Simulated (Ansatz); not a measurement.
L1₀ (CuAu-type) CuAu was calculated with PBE-D3(BJ) (PAW; Ansatz, a program for electronic structure).

Run with plane-wave cutoff 520 eV, 20×20×16 k mesh (along the axes of the cell as run), Fermi–Dirac smearing 0.05 eV, no spin polarisation, scalar-relativistic PAW data made under PBE.

The volume scan:

| V (Å³/atom) | E − E_lowest (meV/atom) | P (GPa) |
|---|---|---|
| 13.760 | 12.75 | 7.44 |
| 14.047 | 3.05 | 3.49 |
| 14.333 | 0.00 | 0.00 |
| 14.620 | 2.80 | -3.07 |
| 14.907 | 10.75 | -5.76 |

Estimate the bulk modulus from the pressures at 14.047 and 14.620 Å³/atom, and compare it with a fit to all energies.

B = −V dP/dV. Between V = 14.047 and 14.620 Å³/atom, dP/dV = (-3.07 − (3.49))/(14.620 − 14.047) = -11.4 GPa per Å³/atom; at the midpoint 14.334 Å³/atom this gives B ≈ 164 GPa. The third-order Birch–Murnaghan fit gives V0 = 14.333 Å³/atom, B0 = 163 GPa, B′ = 5.4, which lies within 1 % of that estimate.

Shape and atoms are relaxed at each volume.

Note: the bulk modulus comes from volumes at which shape and atoms were relaxed.

Spin–orbit coupling is not included; it can shift volumes and moduli of such heavy elements.

The computed numbers hold no vibrational or temperature effects.
